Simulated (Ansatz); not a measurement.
**GaN (space group P-6m2, No. 187; a hypothetical phase, not in the database extracts checked)**

```cif
data_GaN
_chemical_formula_sum 'Ga1 N1'
_space_group_name_H-M_alt 'P-6m2'
_space_group_IT_number 187
_space_group_name_Hall 'P -6 2'
_cell_length_a 2.93978
_cell_length_b 2.93978
_cell_length_c 2.65533
_cell_angle_alpha 90.000
_cell_angle_beta 90.000
_cell_angle_gamma 120.000
loop_
_atom_site_label
_atom_site_type_symbol
_atom_site_symmetry_multiplicity
_atom_site_Wyckoff_symbol
_atom_site_fract_x
_atom_site_fract_y
_atom_site_fract_z
_atom_site_occupancy
Ga1 Ga 1 a 0.00000 0.00000 0.00000 1
N1 N 1 d 0.33333 0.66667 0.50000 1
```

Method: Ansatz (a first-principles code), PBEsol, PAW, cutoff 420 eV, no spin-orbit coupling. Settings: 18×18×17 k-points, 0.05 eV Fermi–Dirac smearing.

```yaml
volume_per_atom: 9.94 Å³
density: 7.00 g/cm³
band_gap: zero
total_energy: -2060.504 eV/atom (σ→0; compares only within this code and set-up)
```

No phonon test of stability was made. The final runs are not spin-polarised.
